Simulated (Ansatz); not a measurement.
Results of r²SCAN+rVV10 in Ansatz (PAW) for NH4Br (P4/nmm, No. 129; cell taken from a computed entry).

Settings: plane-wave cutoff 500 eV, 8×8×10 k mesh (along the axes of the cell as run), Fermi–Dirac smearing 0.05 eV, scalar-relativistic PAW data made under PBE.

Computed at the level's own relaxed cell.

Task: What does this level give for the equilibrium volume per atom, lattice constant a, c axis length and band gap?

Result: 
- equilibrium volume per atom = 10.74 Å³/atom
- lattice constant a = 5.663 Å
- c axis length = 4.018 Å
- band gap = 4.88 eV (on the SCF k mesh)

Note: the relaxation could not lower the start's symmetry, so the cell can be a saddle point above a distorted one.

Spin–orbit coupling is not included.

Static lattice: no zero-point or thermal effects.

Ansatz is a quantum-chemistry and plane-wave program.
